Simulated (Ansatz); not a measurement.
## Variants of one calculation on Bi₂S₃ (Pnma, 20 atoms in the cell)

```
Bi2S3
1.0
   11.81851     0.00000     0.00000
    0.00000     4.07535     0.00000
    0.00000     0.00000    11.37714
Bi S
8 12
Direct
  0.01755   0.25000   0.32634
  0.98245   0.75000   0.67366
  0.48245   0.75000   0.82634
  0.51755   0.25000   0.17366
  0.15647   0.75000   0.03264
  0.84353   0.25000   0.96736
  0.34353   0.25000   0.53264
  0.65647   0.75000   0.46736
  0.45179   0.75000   0.37125
  0.54821   0.25000   0.62875
  0.04821   0.25000   0.87125
  0.95179   0.75000   0.12875
  0.12160   0.75000   0.44355
  0.87840   0.25000   0.55645
  0.37840   0.25000   0.94355
  0.62160   0.75000   0.05645
  0.71064   0.25000   0.30866
  0.28936   0.75000   0.69134
  0.78936   0.75000   0.80866
  0.21064   0.25000   0.19134
```

Base run A: PBE, PAW files (Ansatz, a program for electronic structure), self-consistent single point.

Its settings: basis.ecutwfc = 30.9 Ry; kpoints.mp_grid.grid = 1 3 1; hamiltonian.xc = pbe; hamiltonian.pseudopotentials = {kind: paw} (the program's default PAW files); scf.occupations.method = fermi_dirac; scf.occupations.width = 0.0037 Ry.

The starting cell comes from a database of computed structures (which also holds hypothetical and non-ambient phases and stackings), without a prior relaxation at this level. Its lattice was rescaled by a random factor within 2.5 % of one. Ansatz's pressure includes its estimate of the finite-basis (Pulay) stress. A gap is left out here, as mesh or smearing make it unsure.

ΔF is the free energy per atom less that of run A. A dash stands where there is no value to compare (another energy zero or no entropy term, no result, no spin, no clean gap, or a mesh too coarse for one). Absolute energies have different zeros for different potentials, functionals, Hubbard and dispersion terms and are not compared across them.

Run A gave: pressure (GPa) -2.21; largest force (eV/Å) 0.411; k-points 2.

Runs:
- B: kpoints.mp_grid.grid: 1 3 1 → 1 1 1
- C: hamiltonian.pseudopotentials: {kind: paw} (the program's default PAW files) → {kind: paw_fr}; magnetization.noncollinear: default → true; magnetization.spin_orbit: default → true [PBE with spin-orbit coupling]
- D: kpoints.mp_grid.grid: 1 3 1 → 3 8 3
- E: scf.mixing.algorithm: default (the program chose MSR1) → broyden
- F: scf.mixing.preconditioner: default (the program chose Resta) → kerker; scf.mixing.q_tf: default → 0.5
- G: scf.mixing.algorithm: default (the program chose MSR1) → anderson; scf.mixing.beta: default → 0.7
- H: scf.algorithm: default → direct_min

Q: What does run D change against A?

A: The free energy drops by 5.0 meV/atom, the pressure stays near -2.25 GPa while the zz stress (positive for compression) goes from -2.80 to -2.46 GPa and the largest force goes from 0.411 to 0.344 eV/Å.

| run | ΔF (meV/atom) | pressure (GPa) | largest force (eV/Å) | k-points |
|---|---|---|---|---|
| A | 0.00 | -2.21 | 0.411 | 2 |
| B | 1006.7 | 5.55 | 0.626 | 1 |
| C | – | -1.68 | 0.398 | 2 |
| D | -5.0 | -2.25 | 0.344 | 20 |
| E | 0.00 | -2.21 | 0.411 | 2 |
| F | 0.00 | -2.21 | 0.411 | 2 |
| G | 0.00 | -2.21 | 0.411 | 2 |
| H | 0.00 | -2.21 | 0.411 | 2 |

Keys are those of Ansatz 0.2.
